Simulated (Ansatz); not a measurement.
The reference is Sn in the diamond structure (space group Fd-3m, No. 227; a = 6.474 Å; relaxed with 0.1 eV smearing). Axes: x, y, z lie along the cube axes.

Computed with LDA, PAW, 420 eV (Ansatz, a quantum-chemistry and plane-wave program; spin-orbit coupling left out).

The change: compressive biaxial strain of 2.08 % in the plane normal to [111], as in epitaxy on a mismatched substrate; the out-of-plane cell vector and the atoms relax.

Task: Estimate the effect on the ratio −ε⊥/ε∥ and energy relative to the base.

Result: The ratio −ε⊥/ε∥ amounts to 0.62; the energy rises by 8.9 meV/atom.

Whether these cells are dynamically stable was not tested.
